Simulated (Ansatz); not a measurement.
Base system: a 10-atom supercell of La2O3 (space group P-3m1, No. 164) at its relaxed geometry.

```xyz
10
Lattice="5.8597 -3.3831 0.0000 -1.9532 3.3831 -6.0394 -1.9532 3.3831 6.0394" Properties=species:S:1:pos:R:3 pbc="T T T"
La     0.0000     2.2554     1.4817
La     0.0000     2.2554    -4.5577
La     1.9532     1.1277     4.5577
La     1.9532     1.1277    -1.4817
O      0.0000     0.0000     0.0000
O     -1.9532     3.3831     0.0000
O      0.0000     2.2554     3.9020
O      0.0000     2.2554    -2.1375
O      1.9532     1.1277     2.1375
O      1.9532     1.1277    -3.9020
```

Computed with DFT with PBEsol, PAW potentials and a 420 eV plane-wave cutoff in Ansatz (a quantum-chemistry and plane-wave program), no SOC, earlier PAW set.

One neutral defect a cell, atoms relaxed at fixed cell.

One change was made to it. Results:

| quantity | base | after |
|---|---|---|
| pressure | 0.0 GPa | -6.1 GPa |
| largest displacement of a host atom from its site in the perfect cell | – | 1.09 Å |

Task: What was done to the base?
A. La vacancy
B. O vacancy
C. O interstitial (started 2.17 Å from the nearest host atom), symmetric start

Result: A, La vacancy. For comparison, the pressure in the other runs: O interstitial (started 2.17 Å from the nearest host atom), symmetric start gives 2.5 GPa; O vacancy gives 4.5 GPa.

The magnetic state is the one reached from the starting moments; the real material's order can differ, and small cells can't hold many antiferromagnetic ones. The cell is small, so the values are those of an ordered compound at a high defect concentration; dilute-limit values will differ. A case with no gap was solved on a k-mesh chosen for an insulator, which is coarse for it. Defects with a symmetric start kept the site's symmetry and may sit on a saddle; the others started slightly shaken. Starting moments died away, wholly or in part, for La vacancy and O vacancy; another magnetic solution may exist.
